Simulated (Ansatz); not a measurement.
Response to strain in TiC

Start from TiC in the rock salt structure (space group Fm-3m, No. 225; a = 4.261 Å; relaxed with 0.1 eV smearing).

Strains are applied to the cell and any free atomic positions relax.

Level of theory: LDA (Ansatz, a first-principles code; PAW; 420 eV plane waves; no spin-orbit coupling).

```csv
isotropic strain (%),pressure (GPa)
-3,30.9
-2.5,24.9
-2,19.3
-1.5,14.0
-0.5,?
0,0.0
1.5,-11.5
2.5,-18.0
3,-20.9
```

Question: Fit P = P₀ − Bδ + Cδ² with δ = (1 + ε)³ − 1 to the rows shown and predict the withheld row.

Answer: Least squares on the printed values gives P₀ = 0.0 GPa, B = 289 GPa, C = 712 GPa (largest residual 0.3 GPa); this predicts 4.5 GPa, and the run gives 4.4 GPa, in agreement.

Stability against distortions was not tested. All final runs are without spin polarisation.
